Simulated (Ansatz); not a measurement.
LiB (model structure, Fd-3m, No. 227, 4 atoms in the cell) was calculated with LDA (PAW; Ansatz, a program for electronic structure).

Run with plane-wave cutoff 520 eV, 14×14×14 k mesh, Fermi–Dirac smearing 0.01 eV, scalar-relativistic PAW data made under PBE.

Cell (relaxed at this level):

```xyz
4
Lattice="0.0000 2.3674 2.3674 2.3674 0.0000 2.3674 2.3674 2.3674 0.0000" Properties=species:S:1:pos:R:3 pbc="T T T"
Li     0.0000     0.0000     0.0000
Li     1.1837     1.1837     1.1837
B      2.3674     2.3674     2.3674
B      3.5512     3.5512     3.5512
```

Task: Estimate the band gap that the calculation returns.

Result: 
- band gap: 1.41 eV (direct)

Note: the relaxation could raise the start's symmetry but not lower it, so the cell can be a saddle point.

Computed values are for the static lattice.

A model structure was made by putting elements into a prototype or built by hand; it is no filed structure, need not be a known phase, and can be a saddle point held by its symmetry.
